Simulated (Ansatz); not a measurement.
PBE against r2SCAN: hypothetical rock salt BeTe, isotropic strain +2.90 %

Consider BeTe in the rock salt structure (space group Fm-3m, No. 225; a = 5.362 Å; a hypothetical phase, not in the database extracts checked; relaxed with 0.1 eV smearing).

(Cell as relaxed with PBE.)

Levels (all Ansatz, a first-principles code, PAW, earlier PAW set): PBE (420 eV, no spin-orbit coupling); r2SCAN (500 eV, no SOC).

Each level relaxes its own structure.

```csv
base,PBE,r2SCAN
volume per atom,19.27 Å³,19.37 Å³
lattice parameter a,5.362 Å,5.371 Å
band gap,zero,zero
```

One thing is altered: every lattice vector is stretched by 2.90 %, atoms relaxed at fixed cell.

| quantity | PBE | r2SCAN |
|---|---|---|
| energy relative to the base (free energy F) | +28 meV/atom | ? |
| pressure | -4.8 GPa | ? |
| band gap | zero | ? |

Task: What does r2SCAN give?

Result: 
- energy relative to the base (free energy F), r2SCAN: +28 meV/atom
- pressure, r2SCAN: -4.9 GPa
- band gap, r2SCAN: zero

The two agree on the energy relative to the base and band gap. Neither level is exact; r2SCAN is the comparison here, not a measurement.

Stability against distortions was not tested. All final runs are without spin polarisation.
